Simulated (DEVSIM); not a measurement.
System: abrupt Si n-p junction, at 250 K.

Layer 1 from the left is Si, thickness (μm) 0.270, Nd (cm⁻³) 1e16, τn (s) 5.4e-5, τp (s) 5.4e-5. Layer 2 from the left is Si, thickness (μm) 20.0, Na (cm⁻³) 3.4e14, τn (s) 5.4e-5, τp (s) 5.4e-5.

Left contact: ohmic. Right contact: ohmic. Voltage is applied to the left contact. Recombination: SRH at mid-gap, radiative. Mobility is μmin + (μ − μmin)/(1 + (N/Nref)^α).

Constants are typed, rounded textbook-type inputs, not results; the design itself was drawn at random and stands for no fabricated device. Values at 300 K; Nc and Nv go as T^1.5, mobilities as T to minus their exponent, the gap by Varshni's rule with the affinity fixed.

Si: gap (eV) 1.124, affinity (eV) 4.05, permittivity 11.7, Nc (cm⁻³) 2.86e19, Nv (cm⁻³) 3.1e19, μn (cm²/Vs) 1417, μp (cm²/Vs) 470, μn,min 52, μp,min 45, Nref,n 9.7e16, Nref,p 2.2e17, αn 0.68, αp 0.72, T exponent of μn 2.3, T exponent of μp 2.2, B (cm³/s) 4.7e-15, Varshni α (eV/K) 0.000473, Varshni β (K) 636.

Estimate by hand the built-in potential, the peak field at zero bias, and compare with a numerical solution.


- Built-in potential: ni = √(Nc Nv) exp(−Eg/2kT) = 8.01e7 cm⁻³ with Eg = 1.136 eV; Vbi = kT/q ln(Na Nd/ni²) = 0.730 V; numerical 0.730 V.
- Peak field at zero bias: depletion approximation: W = √(2εVbi/(qN)) = 1.69 μm with N = 3.29e14 cm⁻³; field = 2Vbi/W = 8620 V/cm; numerical 8860 V/cm (estimate below by 2.7 %).

Model (solved in DEVSIM): 1D drift-diffusion, Boltzmann statistics, complete ionisation; no tunnelling, impact ionisation, image-force lowering or self-heating.
